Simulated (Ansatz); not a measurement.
System: CdTe (model structure, Pm-3m, No. 221, 2 atoms in the cell). Method: LDA (Ansatz, a first-principles code, PAW).

Run with plane-wave cutoff 520 eV, 16×16×16 k mesh, Fermi–Dirac smearing 0.05 eV, scalar-relativistic PAW data made under PBE.

Cell (relaxed at this level):

CdTe is taken in the cubic space group Pm-3m (No. 221), the CsCl type structure, Pearson symbol cP2. Lattice parameters: a = b = c = 3.6609 Å, α = β = γ = 90.00°. Cd on 1a is coordinated by 8 Te at 3.170 Å (cubic). Te on 1b is surrounded by 8 Cd at 3.170 Å and 6 Te at 3.661 Å. (Neighbours: up to the widest gap in distance over summed covalent radii, below 1.35, at either atom; cation-cation and far metal-metal contacts left out.)

Problem. Give the computed bulk modulus.

Solution. 
- bulk modulus: 61.8 GPa

The run finds no gap.

Note: the bulk modulus is −V dP/dV from two relaxed cells at ±2 % in volume; the relaxation could raise the start's symmetry but not lower it, so the cell can be a saddle point.

Spin–orbit coupling is not included; it can open a gap where bands touch, and shift volumes and moduli.

Static lattice: no zero-point or thermal effects.

The result took very roughly 90 core-seconds.

A model structure was made by putting elements into a prototype or built by hand; it is no filed structure, need not be a known phase, and can be a saddle point held by its symmetry.
